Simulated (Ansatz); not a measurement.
Take Ge in the diamond structure (space group Fd-3m, No. 227; a = 5.676 Å) as the base.

Level of theory: PBEsol, PAW, 420 eV (Ansatz, an electronic-structure program; without spin-orbit coupling).

Strains are applied to the cell and any free atomic positions relax.

One change was made to it. Results:

The pressure goes from zero to 1.0 GPa; the energy rises by 1.1 meV/atom.

Question: Which of these changes matches the shifts?
(A) isotropic strain −0.50 %
(B) isotropic strain −1.50 %
(C) isotropic strain +1.00 %

Answer: A, isotropic strain −0.50 %. For comparison, the energy relative to the base in the other runs: isotropic strain +1.00 % gives +4.2 meV/atom; isotropic strain −1.50 % gives +10 meV/atom.

No phonon test of stability was made. Gaps under 0.05 eV, about the width of the smearing, are given as zero.
